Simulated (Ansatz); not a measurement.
Take Mo in the bcc (W type) structure (space group Im-3m, No. 229; a = 3.112 Å; relaxed with 0.1 eV smearing) as the base. Axes: x, y, z lie along the cube axes.

Computed with LDA (Ansatz, a program for electronic structure; PAW; 420 eV plane waves; no SOC).

One thing is altered: an isotropic linear strain of −3.00 %; the atoms relax in the strained cell.

### Question
Predict the stress tensor and what it implies for the stiffness.

### Answer
Stress of the strained cell less that of the base (GPa, compression positive):
```
   32.2     0.0     0.0
    0.0    32.2     0.0
    0.0     0.0    32.2
```

Then B = −ΔP/(ΔV/V₀) with ΔV/V₀ = -0.0873 gives secant stiffness values (nonlinear terms included at this strain): B ≈ 369 GPa.

As a check, the harmonic strain energy −½ V₀ Δσ:ε is 140 meV/atom; the computed energy rise is 122 meV/atom.

No phonon test of stability was made. All final runs are without spin polarisation.
